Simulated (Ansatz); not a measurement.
**Response to strain in AlRu**

Take AlRu in the CsCl type structure (space group Pm-3m, No. 221; relaxed with 0.1 eV smearing) as the base.

```
AlRu
1.0
    2.98315     0.00000     0.00000
    0.00000     2.98315     0.00000
    0.00000     0.00000     2.98315
Al Ru
1 1
Direct
  0.50000   0.50000   0.50000
  0.00000   0.00000   0.00000
```

Cartesian axes are those of the cell as printed.

Strains are applied to the cell and any free atomic positions relax; under biaxial strain the out-of-plane vector relaxes too.

Calculations: Kohn–Sham DFT with the r2SCAN functional, run in Ansatz (a program for electronic structure) with PAW and 500 eV plane waves, no SOC.

Notes on the quantities. energy relative to the base: free energy F.

| biaxial strain, plane normal [111], relaxed out of plane (%) | energy relative to the base (meV/atom) |
|---|---|
| -2.5 | 24.2 |
| -2.08 | 16.6 |
| -1.67 | 10.7 |
| -1.25 | ? |
| -0.83 | 2.6 |
| -0.42 | 0.7 |
| 0 | 0.0 |

Q: Fit ΔE = Aε² + Bε³ (ε in %) to the rows shown and predict the withheld row.

A: Least squares on the printed values gives A = 3.74 and B = -0.053 meV/atom (largest residual 0.0 meV/atom); this predicts 5.9 meV/atom, and the run gives 5.9 meV/atom, in agreement.

Stability against distortions was not tested. All final runs are without spin polarisation.
